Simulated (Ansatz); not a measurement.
The reference is ZnO in the wurtzite structure (space group P6_3mc, No. 186; a = 3.279 Å, c = 5.294 Å). Axes: x lies along a and z along c of the hexagonal cell.

Method: PBE (Ansatz, a first-principles code, PAW, scalar-relativistic without spin-orbit coupling).

Before the change:

| Item | Result |
|---|---|
| Width of the top valence band | 1.71 eV |

Modification: the cell is compressed by 2.40 % along z with no lateral relaxation; the atoms relax in the strained cell.

Estimate the effect on the width of the top valence band, energy relative to the base and stress.

The width of the top valence band rises by 0.06 eV to 1.77 eV; the energy goes up by 4.4 meV/atom; the stress (xx, yy, zz, yz, xz, xy; compression positive) comes out as (2.44, 2.44, 4.80, 0.00, 0.00, 0.00) GPa.

The levels and masses belong to the bands next to the band gap. Whether these cells are dynamically stable was not tested.
